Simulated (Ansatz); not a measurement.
Where the default PAW files enter, the runs use the earlier of Ansatz's two default sets.

Here is the system:

```
CdSe
1.0
    7.08984     0.00000     0.00000
    0.00000     7.52765     0.00000
    0.00000     3.76382     2.17304
Cd Se
2 2
Cartesian
  3.54527   2.50921   0.00000
  0.00035   5.01843   0.00000
  0.87978   2.50921   0.00000
  4.42470   5.01843   0.00000
```

Space group of this cell: P6_3mc, wurtzite. The cell is taken as given.

Transport runs along the normal of the first two printed cell vectors, the (110) plane of the conventional cell.

The gap is the functional's own. No spin-orbit coupling. Mid-gap values are interpolated on the energy grid.

### Question
Predict the band gap and the smallest decay constant κ at mid-gap from r2SCAN (Ansatz, a quantum-chemistry and plane-wave program).

### Answer
Gap 1.09 eV on a 4×14×14 mesh; κ = 0.083 1/Å, at the zone centre.
